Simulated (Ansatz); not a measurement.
The starting structures come from a database of crystals and need not be the phases stable at ambient conditions.

Data:

```
CELL_PARAMETERS angstrom
      6.24779     0.00000     0.00000
      2.08260     9.77413     0.00000
      3.12390     0.00000     1.80358
ATOMIC_POSITIONS crystal
  Hf 0.78915 0.63255 0.00000
  Hf 0.21085 0.36745 0.00000
  Br 0.61170 0.16491 0.00000
  Br 0.38830 0.83509 0.00000
  N  0.86287 0.41140 0.00000
  N  0.13713 0.58860 0.00000
```

Space group of this cell: R-3m. The cell was relaxed by PBE-D3(BJ).

Transport runs along the normal of the first two printed cell vectors, the (110) plane of the conventional cell.

The gap is the functional's own. No spin-orbit coupling. Mid-gap values are interpolated on the energy grid.

Task: State the band gap and the smallest decay constant κ at mid-gap according to r2SCAN in Ansatz (a first-principles code).

Result: Gap 2.14 eV on a 16×16×16 mesh; κ = 0.303 1/Å, at the zone centre.
